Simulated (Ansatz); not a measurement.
Data:

Host crystal: wurtzite GaN, with a band gap (PBE, scalar-relativistic without spin-orbit coupling).

End structure of OH on the 1x1 (10-10) surface of wurtzite GaN (cut with top plane Ga + N), one in a 2x1 cell, started at the site 'top Ga #2':

```
CELL_PARAMETERS angstrom
      6.43695     0.00000     0.00000
      0.00000     5.24310     0.00000
      0.00000     0.00000    28.50000
ATOMIC_POSITIONS crystal
  Ga 0.25000 0.02811 0.34683
  Ga 0.75000 0.02811 0.34683
  N  0.25000 0.37330 0.33765
  N  0.75000 0.37330 0.33765
  Ga 0.00000 0.49269 0.36591
  Ga 0.50000 0.49269 0.36591
  N  0.00000 0.86833 0.36879
  N  0.50000 0.86833 0.36879
  Ga 0.00000 0.00004 0.43656
  Ga 0.50000 0.00004 0.43656
  N  0.00000 0.37433 0.43473
  N  0.50000 0.37433 0.43473
  Ga 0.25000 0.49484 0.46645
  Ga 0.75000 0.49484 0.46645
  N  0.25000 0.87236 0.46737
  N  0.75000 0.87236 0.46737
  Ga 0.25001 0.99655 0.53316
  Ga 0.75001 0.99746 0.53316
  N  0.25012 0.37289 0.53235
  N  0.74993 0.37399 0.53260
  Ga 0.00200 0.49733 0.56444
  Ga 0.49805 0.49741 0.56454
  N  0.00072 0.87334 0.56480
  N  0.49927 0.87349 0.56483
  Ga 0.99110 0.99792 0.63223
  Ga 0.50910 0.99819 0.63227
  N  0.00121 0.36986 0.63048
  N  0.49888 0.37021 0.63071
  Ga 0.24933 0.49382 0.66453
  Ga 0.75040 0.52294 0.65324
  N  0.25018 0.85769 0.65369
  N  0.75009 0.87020 0.66226
  O  0.24079 0.37861 0.72489
  H  0.26188 0.51404 0.74757
```

Set-up: 34 atoms, 9.3 Å thick at the start under the adsorbate (thin: gaps and levels are the slab's own); mesh 3x4x1; 0.01 eV smearing; dipole correction on; single point; no symmetry held, on the structure that PBE left; spin-polarised, ending with about 1.0 μB a cell; orders that need a larger cell were not tried, no spin-orbit, no U, no dispersion correction. The program's check for a lower electronic state was not made. It is one chosen start, not shown to be the lowest state of the adsorbate.

A negative adsorption energy means that the adsorbate is more stable on the surface than in its reference.

### Question
What adsorption energy against H2O(g) − ½ H2(g) at the same level does r2SCAN, at the PBE geometry and the start's symmetry (Ansatz, an electronic-structure program) give?

### Answer
10 kJ/mol

### Question
Estimate the change of the step from the bottom to the top vacuum level, against the clean slab that r2SCAN, at the PBE geometry and the start's symmetry returns for this input.

### Answer
0.33 eV
